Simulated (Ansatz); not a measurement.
TaC, response to strain

Consider TaC in the rock salt structure (space group Fm-3m, No. 225; relaxed with 0.1 eV smearing).

```yaml
crystal:
  lattice:
    - [0.00000, 2.22001, 2.22001]
    - [2.22001, 0.00000, 2.22001]
    - [2.22001, 2.22001, 0.00000]
  atoms:
    - { symbol: C, position: [0.00000, 0.00000, 0.00000] }
    - { symbol: Ta, position: [0.50000, 0.50000, 0.50000] }
```

Cartesian axes are those of the cell as printed.

Strains are applied to the cell and any free atomic positions relax; under biaxial strain the out-of-plane vector relaxes too; under stress the whole cell relaxes.

The values are results of PBEsol/PAW in Ansatz (a program for electronic structure), scalar-relativistic without spin-orbit coupling, earlier PAW set, not measurements.

Notes on the quantities. pressure: mean of the normal stresses, compression positive; energy relative to the base: free energy F.

```json
[
 {"case": "base", "volume per atom": "10.94 Å³", "space group": "Fm-3m (No. 225)", "pressure": "0.0 GPa", "energy relative to the base": "0 meV/atom"},
 {"case": "biaxial strain +4.94 %, plane normal [111], relaxed out of plane", "volume per atom": "11.63 Å³", "space group": "R-3m (No. 166)", "pressure": "-18.1 GPa", "energy relative to the base": "+97 meV/atom"},
 {"case": "isotropic strain −0.50 %", "volume per atom": "10.78 Å³", "space group": "Fm-3m (No. 225)", "pressure": "5.3 GPa", "energy relative to the base": "+2.7 meV/atom"},
 {"case": "isotropic strain +1.44 %", "volume per atom": "11.42 Å³", "space group": "Fm-3m (No. 225)", "pressure": "-13.5 GPa", "energy relative to the base": "+21 meV/atom"},
 {"case": "uniaxial stress, 5 GPa compression along x", "volume per atom": "10.89 Å³", "space group": "I4/mmm (No. 139)", "pressure": "–", "energy relative to the base": "+1.1 meV/atom"}
]
```

Beyond what the load breaks, stability against distortions was not tested. The final runs are not spin-polarised. An odd electron count without spin: TaC.
